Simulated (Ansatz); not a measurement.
The reference is a 9-atom supercell of SnS2 in the CdI2 type structure (space group P-3m1, No. 164; a = 3.669 Å, c = 5.806 Å; layered, stacked along the Cartesian z axis) at its relaxed geometry.

Level of theory: Kohn–Sham DFT with the PBE-D3(BJ) functional, run in Ansatz (a program for electronic structure) with PAW and 420 eV plane waves, without spin-orbit coupling.

Base values:

| Quantity | Result |
|---|---|
| Mean distance from the defect site to its nearest host atoms | 2.58 Å |
| Pressure | 0.0 GPa |

It is then changed as follows: a neutral Sn vacancy, atoms relaxed at fixed cell, starting from a slightly rattled geometry.

Q: Estimate the effect on the mean distance from the defect site to its nearest host atoms.

A: The mean distance from the defect site to its nearest host atoms drops by 0.09 Å to 2.49 Å.

Q: Predict the new largest displacement of a host atom from its site in the perfect cell.

A: The largest displacement of a host atom from its site in the perfect cell comes out as 0.11 Å.

Q: Predict the new pressure.

A: The pressure goes from zero to -2.8 GPa.

The magnetic state is the one reached from the starting moments; the real material's order can differ, and small cells can't hold many antiferromagnetic ones. In so small a cell the defect repeats every few ångströms: this is an ordered compound, not a dilute defect. A case with no gap was solved on a k-mesh chosen for an insulator, which is coarse for it. The defect cell is spin-polarised and ends with 4.0 μB.
